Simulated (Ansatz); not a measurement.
# CrCl3: pressure series

Consider CrCl₃ (space group R-3, No. 148; ferromagnetic; a cell from a computed database, its experimental status unchecked; layered, stacked along the Cartesian z axis).

```yaml
crystal:
  lattice:
    - [2.97996, 1.72048, 5.74594]
    - [-2.97996, 1.72048, 5.74594]
    - [0.00000, -3.44096, 5.74594]
  atoms:
    - { symbol: Cr, position: [0.66652, 0.66652, 0.66652] }
    - { symbol: Cr, position: [0.33348, 0.33348, 0.33348] }
    - { symbol: Cl, position: [0.56916, 0.92329, 0.27559] }
    - { symbol: Cl, position: [0.43084, 0.07671, 0.72441] }
    - { symbol: Cl, position: [0.92329, 0.27559, 0.56916] }
    - { symbol: Cl, position: [0.07671, 0.72441, 0.43084] }
    - { symbol: Cl, position: [0.27559, 0.56916, 0.92329] }
    - { symbol: Cl, position: [0.72441, 0.43084, 0.07671] }
```

Cell and atoms are relaxed at each pressure.

The values are results of r2SCAN+rVV10/PAW in Ansatz (a first-principles code), without spin-orbit coupling, not measurements.

| change | lattice parameter a | gap character | c/a ratio | smallest direct gap |
|---|---|---|---|---|
| base | 596.0 pm | indirect, L → k = (0.143, -0.429, 0.429) in the run's primitive reciprocal basis | 2.892 | 2.50 eV |
| pressure −1 GPa | 601.6 pm | indirect, L → F | 3.048 | 2.52 eV |
| pressure 0.3 GPa | 594.5 pm | indirect, L → k = (0.143, -0.429, 0.429) in the run's primitive reciprocal basis | 2.875 | 2.50 eV |
| pressure 0.7 GPa | ___ | indirect, L → k = (0.143, -0.429, 0.429) in the run's primitive reciprocal basis | ___ | 2.50 eV |
| pressure 1.5 GPa | 589.5 pm | indirect, L → k = (0.143, -0.429, 0.429) in the run's primitive reciprocal basis | 2.826 | 2.49 eV |
| pressure 3 GPa | ___ | indirect, L → k = (0.143, -0.429, 0.429) in the run's primitive reciprocal basis | 2.792 | 2.48 eV |
| pressure 5 GPa | 577.8 pm | indirect, L → k = (0.143, -0.429, 0.429) in the run's primitive reciprocal basis | ___ | 2.45 eV |

### Question
Complete the table.

### Answer

- pressure 0.7 GPa, lattice parameter a: 592.8 pm
- pressure 0.7 GPa, c/a ratio: 2.854
- pressure 3 GPa, lattice parameter a: 584.1 pm
- pressure 5 GPa, c/a ratio: 2.769

Load acts through the strain it causes; cell and atoms are relaxed under it. Stability against distortions was not tested. Competing high-pressure phases were not computed. No Hubbard U is applied and the magnetic state is the run's own (CrCl3 ferromagnetic); other magnetic orders, which need larger cells, were not tried and can change the gap.
